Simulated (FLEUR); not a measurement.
Worked example: self-consistent single point of SiC (F-43m, 2 atoms in the cell) in FLEUR.

Method of the run: LDA (Perdew-Zunger), all-electron FLAPW (FLEUR), scalar-relativistic valence.

```
SiC
1.0
    0.00000     2.18000     2.18000
    2.18000     0.00000     2.18000
    2.18000     2.18000     0.00000
Si C
1 1
Direct
  0.00000   0.00000   0.00000
  0.25000   0.25000   0.25000
```

Reference input (self-consistent single point, DFT, PBE, all-electron FLAPW (FLEUR), scalar-relativistic valence): Kmax = 4.5 1/bohr; GmaxXC = 18 1/bohr; xcFunctional = pbe; jspins = 1; l_soc = F; mode = hist; fermiSmearingEnergy = 0.00073499 Htr; mesh (inpgen div1-3) = 10 10 10; inpgen gamma flag = true; Gmax = 18 1/bohr; numbands = 0; maxIterBroyd = 99. This run's input differs from it in these lines:

```diff
@@ -14,2 +14,3 @@
 &comp jspins=1 /
+&exco xctyp='pz' /
 &kpt div1=10 div2=10 div3=10 gamma=t /
@@ -26,3 +27,3 @@
       <coreElectrons ctail="T" frcor="F" kcrel="0" coretail_lmax="0"/>
-      <xcFunctional name="pbe" relativisticCorrections="F"/>
+      <xcFunctional name="pz" relativisticCorrections="F"/>
       <magnetism jspins="1"/>
```

Log, with long lists cut:

```
 Iteration:     1   Distance:      24.54121367 me/bohr^3
 Iteration:     2   Distance:      21.85205090 me/bohr^3
 Iteration:     3   Distance:       8.32497321 me/bohr^3
 Iteration:     4   Distance:       4.75625936 me/bohr^3
 Iteration:     5   Distance:       1.00750907 me/bohr^3
   [... 5 lines left out ...]
 Iteration:    11   Distance:       0.00325832 me/bohr^3
 Iteration:    12   Distance:       0.00015652 me/bohr^3
 Iteration:    13   Distance:       0.00002530 me/bohr^3
 Iteration:    14   Distance:       0.00000178 me/bohr^3
 Run finished successfully
 Stop message:
   Structural relaxation: Done

[file out, last iteration]
             iter=     15
[...]
          total density-effective poten   -5.0100662071E+02
          total charge density-energy d   -2.5020899036E+01
 Updated energy parameters for spin:           1
[...]
 fermi energy and band-weighting factors:

[...]
FERMIE:
          first approx. to ef    (T=0)  :   0.327293 htr   (energy of the highest occ. eigenvalue)
          number of occ. states  (T=0)  :        188
          first approx. to seigv (T=0)  :   0.893580 htr
          sum of weights of occ. states :   4.000000
          sum of semicore charge        :   0.000000 e
FERHIS:  Fermi-Energy by histogram:
          bandgap                     :   0.048278 htr
   [... lines left out ...]
          charge neutrality (T=0)     :   0.000000    (zero if the highest occ. eigenvalue is "entirely" occupied)
 Direct bandgap for spin            1 :   0.16574456980683172       Htr
 ---->    free energy=                      -326.8706738105 htr
   [... lines left out ...]
      extrapolation for T->0
 ---->    total electron energy=            -326.8706738105 htr
 ***** TOTAL FORCES ON ATOMS *****
 TOTAL FORCE FOR ATOM TYPE=  1  X=  0.000   Y=  0.000   Z=  0.000
                       FX_TOT= 0.000000 FY_TOT= 0.000000 FZ_TOT= 0.000000
 TOTAL FORCE FOR ATOM TYPE=  2  X=  2.060   Y=  2.060   Z=  2.060
                       FX_TOT= 0.000000 FY_TOT= 0.000000 FZ_TOT= 0.000000
 Structural relaxation: Done
```

The run converged in 14 iterations. FLEUR gives forces in its relaxation mode, with a further iteration, so its stop message speaks of a relaxation. Against the reference run the gap on the mesh goes from 1.361 to 1.314 eV.

The starting cell has typed, rounded lattice constants, without a prior relaxation at this level. Values depend on the basis (sphere radii, cutoffs, local orbitals), which need not be converged.

Cost on one core of a shared machine: roughly 30 s.
